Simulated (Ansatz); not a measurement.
Hf2N2O (Cc, No. 9, 10 atoms in the cell; start mp-1178187)

These are HSE06+SOC in Ansatz (plane waves, PAW) values and carry that method's errors.

Settings: plane-wave cutoff 460 eV, 6×6×6 k mesh, Fermi–Dirac smearing 0.01 eV, PAW data made under PBE.

Cell (relaxed with PBEsol):

Hf$_{2}$N$_{2}$O is modelled in the monoclinic space group Cc (No. 9), Pearson symbol mS20. Conventional cell: a = 9.3135 Å, b = 5.4951 Å, c = 5.8057 Å, α = γ = 90.00°, β = 123.36°. Hf1 on 4a is surrounded by 1 N at 2.020 Å and 3 N at 2.140–2.202 Å and 1 O at 2.147 Å and 1 O at 2.470 Å. Hf2 on 4a is surrounded by 1 O at 2.054 Å and 1 O at 2.239 Å and 3 N at 2.080–2.181 Å and 1 N at 2.341 Å. N1 on 4a sees 1 Hf at 2.020 Å and 2 Hf at 2.140–2.145 Å and 1 Hf at 2.341 Å. N2 on 4a sees 4 Hf at 2.080–2.202 Å. O on 4a is coordinated by 3 Hf at 2.054–2.239 Å and 1 Hf at 2.470 Å. (Neighbours: up to the widest gap in distance over summed covalent radii, below 1.35, at either atom; cation-cation and far metal-metal contacts left out.)
(The calculation used a cell of 10 atoms; values per cell refer to that cell.)

```
Property                                        Value
---------------  ------------------------------------
band gap         3.59 eV (on the SCF k mesh) (direct)
direct gap at Γ                               4.55 eV
```

Note: cell and atoms aren't relaxed at this level (largest force component 0.05 eV/Å, pressure 2.4 GPa).

A start named mp-… is a Materials Project structure, which need not be a measured phase.

Ansatz is a program for electronic structure.
